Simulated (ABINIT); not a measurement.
Band structure of C (Fd-3m, 2 atoms in the cell).

```yaml
crystal:
  lattice:
    - [0.00000, 1.78038, 1.78038]
    - [1.78038, 0.00000, 1.78038]
    - [1.78038, 1.78038, 0.00000]
  atoms:
    - { symbol: C, position: [0.50000, 0.50000, 0.50000] }
    - { symbol: C, position: [0.75000, 0.75000, 0.75000] }
```

Computed with PBE, norm-conserving pseudopotentials (PseudoDojo nc-sr-05 PBE standard) (plane waves; ABINIT).

Settings: pseudos = [C.upf]; ecut = 41 Ha; occopt = 3; tsmear = 0.01 eV; ngkpt = 13 13 13; nshiftk = 1; shiftk = 0 0 0; potentials = PseudoDojo nc-sr-05 PBE standard; kptopt = 1; nstep = 50; tolvrs1 = 1e-12; ndtset = 2; getden2 = 1.

The starting cell comes from a database of computed structures (which also holds hypothetical and non-ambient phases and stackings), without a prior relaxation at this level.

**Question.** Predict the gap along the standard path and the places of the band edges.

**Answer.** The gap along the path is 4.20 eV, from Γ to a point between Γ and X; the smallest direct gap on it is 5.64 eV.

Levels in eV from the top of the valence band on the SCF mesh, bands 1 to 8:
```
point       1       2      3      4      5      6      7      8
-----  ------  ------  -----  -----  -----  -----  -----  -----
Γ      -21.56    0.00   0.00   0.00   5.64   5.64   5.64  13.45
X      -12.81  -12.81  -6.35  -6.35   4.84   4.84  16.89  16.89
W      -12.01  -12.01  -8.38  -8.38  10.71  10.71  12.42  12.42
K      -13.02  -11.78  -9.38  -5.41   5.76  10.84  14.45  15.72
L      -15.75  -13.44  -2.83  -2.83   8.54   8.54   8.96  15.76
U      -13.02  -11.78  -9.38  -5.41   5.76  10.84  14.45  15.72
```
